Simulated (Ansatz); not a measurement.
A periodic model of amorphous Hf18O39Al2:

```xyz
59
Lattice="9.4601 0.1027 0.1043 0.1027 8.9827 -0.0235 0.1043 -0.0235 8.8831" Properties=species:S:1:pos:R:3 pbc="T T T"
Hf     3.7018     3.0355     5.1885
Hf     6.1302     8.4870     0.2418
Hf     4.1767     1.6795     8.0299
Hf     5.8381     7.2372     5.9260
Hf     7.1541     1.2227     6.2848
Hf     6.5790     2.2736     2.2751
Hf     8.2034     8.4935     3.2084
Hf     0.4021     8.1818     7.4548
Hf     4.9575     5.0970     2.5042
Hf     5.5886     4.6854     7.5550
Hf     8.1359     5.6836     0.8882
Hf     2.9062     7.5037     0.9807
Hf     1.0373     5.0389     3.1880
Hf     0.1305     2.2465     4.6584
Hf     0.8408     1.3960     1.6285
Hf     2.3403     4.4028     0.0845
Hf     8.7337     4.7647     6.7510
Hf     2.4466     8.9577     4.8521
O      2.7078     6.3340     8.2597
O      9.4556     4.4256     4.8812
O      4.5596     4.4909     0.5251
O      5.5675     6.4959     3.8500
O      1.3108     4.5525     7.1788
O      5.7582     1.7905     0.5041
O      3.9780     8.9448     0.1510
O      7.6775     1.7517     4.1900
O      0.5480     3.0679     2.7096
O      0.5383     0.6007     5.9439
O      2.2687     1.9965     4.2315
O      7.9844     0.1713     7.8913
O      4.9089     3.2217     3.4724
O      6.8832     4.4175     2.0977
O      7.4559     8.3440     5.1237
O      7.5051     4.3505     8.4036
O      8.3175     1.3575     1.6268
O      5.6429     2.7016     6.4612
O      4.3707     5.8631     6.3120
O      6.1127     6.7642     8.0498
O      7.6387     7.5736     1.3950
O      4.8946     7.1029     1.5497
O      2.7949     5.4984     2.0649
O      2.6372     4.7353     4.7302
O      3.0125     8.3985     2.8698
O      4.4538     8.4800     4.8998
O      3.1758     1.2820     6.3680
O      8.5073     2.7271     6.5339
O      5.5881     0.1757     7.1535
O      6.9694     5.4546     6.0290
O      0.5062     0.3369     3.3543
O      1.1950     8.6618     0.3463
O      6.0129     0.2480     2.6637
O      0.5202     4.9204     1.0508
O      9.2890     6.7248     3.2022
O      2.3167     2.3489     0.4447
O      3.6427     3.6823     7.3002
O      8.9960     6.5165     7.9422
O      1.7474     7.2810     5.9270
Al     4.8385     8.0483     3.1827
Al     2.5539     5.7189     6.3887
```

These are PBE, scalar-relativistic without spin-orbit coupling (plane waves to 420 eV, PAW; Ansatz, a quantum-chemistry and plane-wave program) values and carry that method's errors.

A CHGNet melt-quench gave the starting glass, which DFT then relaxed. O atoms were pushed apart under 1.9 Å during the dynamics, to hinder bonds among them. The hot cell started wider than the set density and was brought back towards it in steps. It is the lowest in DFT energy of 2 quenches. It is a model cell: composition and starting density were chosen by hand, and all elements were melted together. No dispersion term was used. Its density started from a set value of 8.56 and ended at 8.56 g/cm³. Cooling (nominally 300 K/ps over its main leg) ran many orders faster than in experiment, which tends to leave more defects and strain. One small periodic cell is one sample of the glass; other quenches scatter about these values. The volume was held where the preparation left it and the shape relaxed, at a PBE pressure of -0.3 GPa (tension).

Neighbours within Hf-Hf 3.34 Å, Hf-O 2.62 Å, Hf-Al 3.00 Å, O-O 1.58 Å, O-Al 2.24 Å, Al-Al 2.66 Å count as bonded. Two cations that share two anions don't count as bonded, nor two that share one unless they lie closer than Hf-Hf 3.25 Å, Hf-Al 2.92 Å, Al-Al 2.59 Å.

Problem. Give the coordination numbers, mean bond lengths and angles.

Solution. 
```
Item                                                                       Value
---------------------------------  ---------------------------------------------
Mean coordination of Hf by anions  6.33 (3 with 5, 7 with 6, 7 with 7, 1 with 8)
Mean coordination of O                      3.18 (1 with 2, 30 with 3, 8 with 4)
Mean coordination of Al by anions                                5.00 (2 with 5)
Mean Hf-O bond                             2.146 Å (spread 0.110 Å, 114 counted)
Mean O-Al bond                              1.867 Å (spread 0.052 Å, 10 counted)
Bond angle at Hf                                       mean 102.4°, spread 29.3°
Bond angle at O                                        mean 114.2°, spread 20.2°
Bond angle at Al                                       mean 106.5°, spread 24.3°
```

Problem. List the pairs of like atoms that count as bonded by the rules above.

Solution. There are none by these rules.
